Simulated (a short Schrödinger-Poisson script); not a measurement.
Structure: MOS inversion layer, SiO2 on p-type Si(100), at 300 K.

| layer | material | thickness (nm) | Na (cm⁻³) |
|---|---|---|---|
| 1 | SiO2 | 3.5 | - |
| 2 | Si | 1800 | 5.9e16 |

Constants are typed, rounded textbook-type inputs, not results; the design itself was drawn at random and stands for no fabricated device. SiO2: permittivity 3.9, conduction-band edge (eV) 3.15, gap (eV) 9, electron mass (mₑ) 0.5. Si: permittivity 11.7, conduction-band edge (eV) 0, gap (eV) 1.124, Nv at 300 K (cm⁻³) 3.1e19.

Channel valleys (confinement mass, in-plane density-of-states mass, number): Δ2 0.916, 0.19, 2; Δ4 0.19, 0.417, 4. At the gate the conduction-band edge of layer 1 lies 3.19 eV − eVg above the Fermi level of the channel; the field vanishes at the back. Gaps are held at their typed values at every temperature. Mesh 0.03 nm at interfaces.

From a short Schrödinger-Poisson script (our own, NumPy): 1D Poisson equation in equilibrium, electrons quantum, Hartree (BenDaniel-Duke, 12 states a valley, the channel's in-plane mass for all, wave functions free to enter the dielectric), parabolic valleys, classical holes, full ionisation, no traps, pinning or gate leakage.

The same stack at other levels of the model or other numerical settings:

| run | sheet density of all electrons at Vg = 2.4 V (cm⁻²) | sheet density of all electrons at Vg = 0.6 V (cm⁻²) | capacitance at Vg = 2.4 V (μF/cm²) | centroid of the channel electrons at Vg = 2.4 V (nm) | rough cost against the base |
|---|---|---|---|---|---|
| base | 1.21e13 | 2.25e12 | 0.899 | 1.57 | about 1 |
| electrons treated as classical, Boltzmann | 1.32e13 | 2.59e12 | 0.963 | 0.58 | 0.02 |
| electrons treated as classical, Fermi-Dirac | 1.29e13 | 2.56e12 | 0.934 | 0.80 | 0.2 |
| mesh six times as coarse | 1.20e13 | 2.24e12 | 0.898 | 1.58 | 0.2 |
| one subband a valley | 1.20e13 | 2.23e12 | 0.899 | 1.48 | 0.4 |

The classical rows ignore confinement, and Boltzmann statistics overrate the density once the band edge passes the Fermi level.
